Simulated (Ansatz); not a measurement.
ZrSeS (P3m1, No. 156, 3 atoms in the cell; start mp-1215215), treated with r²SCAN+rVV10 (Ansatz, an electronic-structure program, plane waves, PAW).

Numerical settings: plane-wave cutoff 560 eV, 12×12×6 k mesh (along the axes of the cell as run), Fermi–Dirac smearing 0.01 eV, scalar-relativistic PAW data made under PBE.

Cell (relaxed at this level):

Space group P3m1 (No. 156); a = b = 3.7307 Å, c = 6.0296 Å, α = β = 90.00°, γ = 120.00°

```
atom  site  symmetry       x       y       z
----  ----  --------  ------  ------  ------
Zr      1a       3m.  0.0000  0.0000  0.0128
Se      1c       3m.  0.6667  0.3333  0.7442
S       1b       3m.  0.3333  0.6667  0.2430
```

**Question.** Give the computed band gap.

**Answer.** 
* **band gap**: 0.91 eV (on the SCF k mesh)

Note: the relaxation could not lower the start's symmetry, so the cell can be a saddle point above a distorted one.

Spin–orbit coupling is not included.

It cost roughly 5 core-minutes of CPU time.

A start named mp-… is a Materials Project structure, which need not be a measured phase.
